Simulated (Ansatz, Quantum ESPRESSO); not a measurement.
## Code comparison for HgPt3 (P1, 4 atoms in the cell)

Self-consistent single point, at a second geometry (atoms moved at random). First geometry:

```xyz
4
Lattice="2.9835 -4.0667 0.0000 2.9835 4.0667 0.0000 0.0000 0.0000 2.9745" Properties=species:S:1:pos:R:3 pbc="T T T"
Hg     0.0000     0.0000     0.0000
Pt     2.9835     0.0000     0.0000
Pt     1.4917     2.0334     1.4873
Pt     1.4917    -2.0334     1.4873
```

Second geometry:
```
HgPt3
1.0
    2.98345    -4.06675     0.00000
    2.98345     4.06675     0.00000
    0.00000     0.00000     2.97454
Hg Pt
1 3
Direct
  0.00160   0.99836   0.98896
  0.49434   0.49046   0.00755
  0.00071   0.50925   0.50068
  0.50336   0.00193   0.50281
```

Shared settings, as Ansatz (a quantum-chemistry and plane-wave program) writes them: kpoints.mp_grid.grid = 6 6 9; scf.occupations.method = gaussian; scf.occupations.width = 0.2 eV. Potentials and cutoffs stand in the table.

```
code                                                            model  ΔF from the first geometry (meV/atom)  pressure (GPa)  largest force (eV/Å)   cutoff
----------------  ---------------------------------------------------  -------------------------------------  --------------  --------------------  -------
Quantum ESPRESSO  LDA (PZ), GBRV 1.5 ultrasoft (LDA) pseudopotentials                                    3.8          -24.33                 0.293    40 Ry
Ansatz                            LDA (PW92), PAW files made with PBE                                    3.7          -23.68                 0.288  default
```

Size of the force on each atom (eV/Å): Sizes of forces hide their directions.

```tsv
code	Hg1	Pt2	Pt3	Pt4
Quantum ESPRESSO	0.208	0.242	0.293	0.097
Ansatz	0.204	0.239	0.288	0.095
```

On Ansatz's run: spin-orbit coupling is off. Spin polarisation is off.

The spread over the programs that give each value: ΔF from the first geometry within 0.1 meV/atom; pressure within 0.65 GPa; largest force within 0.005 eV/Å.

Ansatz's pressure is given at a fixed set of plane waves, as the other plane-wave codes print theirs; with its correction for the finite basis it is -23.64 GPa. The same LDA comes in different parametrisations, which differ slightly.

The starting cell comes from a database of computed structures (which also holds hypothetical and non-ambient phases and stackings), without a prior relaxation at this level. Its lattice was rescaled by a random factor within 2.5 % of one. For this run, on top of that: atoms moved at random.

Keys are those of Ansatz 0.2.
